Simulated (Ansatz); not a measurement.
Take ZnGeP₂ in the chalcopyrite structure (space group I-42d, No. 122; a = 5.4243 Å, c = 10.7097 Å) as the base.

Calculations: PBEsol/PAW in Ansatz (a quantum-chemistry and plane-wave program), scalar-relativistic without spin-orbit coupling.

Strains are applied to the cell and any free atomic positions relax.

One change was made to it. Results:

```json
[
 {"quantity": "pressure (mean of the normal stresses, compression positive)", "base": "0.00 GPa", "after": "-3.36 GPa"},
 {"quantity": "energy relative to the base (free energy F)", "base": "0 meV/atom", "after": "+9.8 meV/atom"}
]
```

Question: What was done to the base?
A) isotropic strain +3.00 %
B) isotropic strain +1.50 %
C) isotropic strain +0.75 %

Answer: B, isotropic strain +1.50 %. For comparison, the energy relative to the base in the other runs: isotropic strain +0.75 % gives +2.5 meV/atom; isotropic strain +3.00 % gives +37 meV/atom.

Whether these cells are dynamically stable was not tested.
